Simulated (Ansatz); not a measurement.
W2CoB2 (Immm), PBEsol, DFPT electron-phonon coupling, linearised Boltzmann equation run with Ansatz (a first-principles code). Phonon-limited resistivity 23.6 μΩ·cm at 300 K along z (a = (-1.58, 2.26, 3.52) Å; b = (1.58, -2.26, 3.52) Å; c = (1.58, 2.26, -3.52) Å), 33.6 μΩ·cm at 400 K, current-weighted mean free path 6.6 nm, Drude plasma energy 3.75 eV.

Q: What temperature coefficient of resistance follows, and how does it compare with 1/T?

A: (ρ₄₀₀ − ρ₃₀₀)/(100 K × ρ₃₀₀) = 4.24×10⁻³ K⁻¹, against 1/T = 3.33×10⁻³ K⁻¹ for a resistivity proportional to T. It lies higher because phonons are still being populated at 300 K; impurities would add a constant and lower it.

Q: Estimate the electronic thermal conductivity at 300 K by the Wiedemann-Franz law (L₀ = 2.44×10⁻⁸ W·Ω/K²).

A: L₀T/ρ = 2.44×10⁻⁸ × 300/(23.6×10⁻⁸) = 31.0 W/(m·K). Inelastic scattering puts the true Lorenz number somewhat under L₀ near and below the Debye temperature.

Q: Estimate the resistivity of a 80 nm square wire with diffuse walls from ρ ≈ ρ₀(1 + 3ℓ/4d).

A: 1 + 0.75 × 6.6/80 = 1.06, so ρ ≈ 25.1 μΩ·cm and a line 1 μm long has 39.2 Ω. The formula is the free-electron limit for d well above ℓ; grain boundaries add to it.

A metal at this level (no band gap). Only scattering by harmonic phonons is included (no impurities, grain boundaries, electron-electron scattering or thermal expansion). Spin-orbit coupling is left out, which matters with elements this heavy. Halving the electron mesh (24x24x24) moves the resistivity by up to 3 % at 300 K, the mean free path by up to 2 %. Smearing 0.20 eV; phonons on a 5x5x5 q mesh, which this run doesn't test.

Formula and space group known from diffraction (Crystallography Open Database), not checked to be the room-temperature form: W2CoB2 (Immm). Treated as nonmagnetic (a ferromagnetic start lost its moment, other orders weren't tried): W2CoB2 (Immm).
